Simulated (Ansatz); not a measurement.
Results of LDA in Ansatz (PAW) for SrZrO3 (P4mm, No. 99, 5 atoms in the cell; start mp-1068742; a measured phase of this formula has another space group).

Run with plane-wave cutoff 520 eV, 8×8×8 k mesh, Fermi–Dirac smearing 0.01 eV, scalar-relativistic PAW data made under PBE.

Cell (relaxed at this level):

```cif
data_O3SrZr
_chemical_formula_sum 'Sr1 Zr1 O3'
_space_group_name_H-M_alt 'P 1'
_space_group_IT_number 1
_cell_length_a 4.07313
_cell_length_b 4.07313
_cell_length_c 4.16399
_cell_angle_alpha 90.000
_cell_angle_beta 90.000
_cell_angle_gamma 90.000
loop_
_space_group_symop_operation_xyz
  'x, y, z'
loop_
_atom_site_label
_atom_site_type_symbol
_atom_site_fract_x
_atom_site_fract_y
_atom_site_fract_z
_atom_site_occupancy
Sr1 Sr 0.50000 0.50000 0.55633 1
Zr1 Zr 0.00000 0.00000 0.00561 1
O1 O 0.00000 0.00000 0.48336 1
O2 O 0.50000 0.00000 0.94935 1
O3 O 0.00000 0.50000 0.94935 1
```

Problem. Give the computed band gap and bulk modulus.

Solution. 
- band gap = 3.37 eV (on the SCF k mesh)
- bulk modulus = 155 GPa

Note: the relaxation could not lower the start's symmetry, so the cell can be a saddle point above a distorted one; the bulk modulus is −V dP/dV from two relaxed cells at ±2 % in volume.

Spin–orbit coupling is not included.

A start named mp-… is a Materials Project structure, which need not be a measured phase.

Ansatz is a quantum-chemistry and plane-wave program.
